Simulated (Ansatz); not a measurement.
We consider SiB3 (Imma, No. 74, 32 atoms in the cell; start mp-569128), described by HSE06 (PAW; Ansatz, an electronic-structure program).

Run with plane-wave cutoff 460 eV, 4×4×4 k mesh, Fermi–Dirac smearing 0.01 eV, scalar-relativistic PAW data made under PBE.

Cell (relaxed with PBEsol):

```
CELL_PARAMETERS angstrom
     -4.15799     6.26722     3.09972
      4.15799    -6.26722     3.09972
      4.15799     6.26722    -3.09972
ATOMIC_POSITIONS crystal
  Si 0.31333 0.33146 0.51813
  Si 0.68667 0.66854 0.48187
  Si 0.31333 0.79519 0.98187
  Si 0.68667 0.20481 0.01813
  Si 0.84807 0.00222 0.84585
  Si 0.15193 0.99778 0.15415
  Si 0.65637 0.00222 0.65415
  Si 0.34363 0.99778 0.34585
  B  0.14933 0.72339 0.42594
  B  0.85067 0.27661 0.57406
  B  0.79745 0.72339 0.07406
  B  0.20255 0.27661 0.92594
  B  0.11498 0.39146 0.50156
  B  0.88502 0.60854 0.49844
  B  0.38990 0.61341 0.99844
  B  0.61010 0.38659 0.00156
  B  0.88502 0.38659 0.27648
  B  0.11498 0.61341 0.72352
  B  0.61010 0.60854 0.22352
  B  0.38990 0.39146 0.77648
  B  0.15292 0.47889 0.32301
  B  0.84708 0.52111 0.67699
  B  0.65588 0.82991 0.17699
  B  0.34412 0.17009 0.82301
  B  0.84708 0.17009 0.32597
  B  0.15292 0.82991 0.67403
  B  0.34412 0.52111 0.17403
  B  0.65588 0.47889 0.82597
  B  0.34128 0.27208 0.06920
  B  0.65872 0.72792 0.93080
  B  0.70288 0.27208 0.43080
  B  0.29712 0.72792 0.56920
```

Problem. Estimate the band gap, smallest direct gap on the k points sampled and Γ–Γ gap that the calculation returns.

Solution. 
band gap: 2.16 eV (on the SCF k mesh) (indirect)
smallest direct gap on the k points sampled: 2.21 eV
Γ–Γ gap: 2.26 eV

Note: cell and atoms aren't relaxed at this level (largest force component 0.14 eV/Å).

Computed values are for the static lattice.

It cost roughly 20 core-minutes of CPU time.

A start named mp-… is a Materials Project structure, which need not be a measured phase.
